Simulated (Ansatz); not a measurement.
Structures of equal composition on the (0001) surface of hcp Ti: a layer of Ru in place of the second plane; a layer of Ru in place of the third plane. The slabs share one bottom face, and each structure is named by its start. These are constructed structures in small cells; real faces may alloy, dewet or reconstruct in larger ones, and not all known structures of the face are among them. Slabs of about 12 Å with all that they carry, Fermi-Dirac smearing of 0.1 eV. Bottom of the slabs: a bare face, its two planes held. Relaxed from the named starts with such symmetry as they have, on meshes of like density; energies extrapolated to zero smearing; no spin-orbit coupling, no U. Spin-polarised runs, if any, are marked in brackets, and their order is one that fits the cell; the others ran without spin.

The numbers are results of PBE (plane waves to 420 eV, PAW; Ansatz, an electronic-structure program), not measurements.

Problem. Order them by energy per 1x1 cell (lowest first) at the level PBE.

Solution. a layer of Ru in place of the third plane (0.000 eV), a layer of Ru in place of the second plane (0.082 eV)
